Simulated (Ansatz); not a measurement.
The reference is GaN in the wurtzite structure (space group P6_3mc, No. 186; a = 3.183 Å, c = 5.184 Å). Axes: x lies along a and z along c of the hexagonal cell.

Levels (all Ansatz, a program for electronic structure, PAW, earlier PAW set): r2SCAN (500 eV, no spin-orbit coupling); HSE06 (420 eV, scalar-relativistic without spin-orbit coupling).

Its gap is 2.35 eV with r2SCAN and 3.20 eV with HSE06.

It is then changed as follows: biaxial strain +0.82 %, plane normal [001], relaxed out of plane (Cartesian); in-plane vectors clamped, the third vector and the atoms free.

With r2SCAN the gap becomes 2.27 eV.

Problem. If the HSE06 correction stayed the same, what would the HSE06 gap be, and what does the HSE06 run give?

Solution. A rigid correction of +0.85 eV gives 3.12 eV. The HSE06 run gives 3.11 eV, so the two effects roughly add.

Single points use the geometry relaxed with r2SCAN. Stability against distortions was not tested.
